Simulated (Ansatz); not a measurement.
Be3N2 (R3m, No. 160, 5 atoms in the cell; start mp-1070456; another space group than a measured phase of this formula): band gap by level of theory

No measured value is used here.

Question: Put these levels in order of the band gap that they give for Be3N2 (R3m, No. 160, 5 atoms in the cell; start mp-1070456; another space group than a measured phase of this formula), smallest first: PBEsol (Ansatz, a quantum-chemistry and plane-wave program), r²SCAN (Ansatz), r²SCAN0 (Ansatz).

Answer: PBEsol (2.66 eV), r²SCAN (3.43 eV), r²SCAN0 (5.19 eV)

Computed values are for a static lattice.  Values are at the PBEsol cell. Cutoffs and k meshes differ between the levels. Ansatz's density-functional and Hartree–Fock values are scalar-relativistic unless marked +SOC, with PAW data made under PBE.

A start named mp-… is a Materials Project structure, which need not be a measured phase.
